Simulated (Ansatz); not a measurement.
α-phase CO was calculated with r²SCAN (Ansatz, a program for electronic structure, plane waves, PAW).

Numerical settings: plane-wave cutoff 600 eV, 6×6×6 k mesh, scalar-relativistic PAW data made under PBE.

Computed at the level's own relaxed cell.

Hill averages of the elastic tensor: K = 1.9 GPa, G = 1.2 GPa. Volume 23.035 Å³/atom, mean atomic mass 14.005 u.

### Question
Work out the density, the sound velocities of a polycrystal and the elastic Debye temperature at this level.

### Answer
ρ = 1.66054 × 14.005/23.035 = 1.010 g/cm³. v_l = √[(K + 4G/3)/ρ] = 1.862 km/s and v_t = √(G/ρ) = 1.090 km/s. The mean follows from 3/v_m³ = 1/v_l³ + 2/v_t³: v_m = 1.209 km/s. Θ_D = (ħ/k_B) v_m (6π²/V)^(1/3) = 76.38 K Å s/km × 1.209 × 1.3699 Å⁻¹ = 127 K, counting all atoms of the cell.
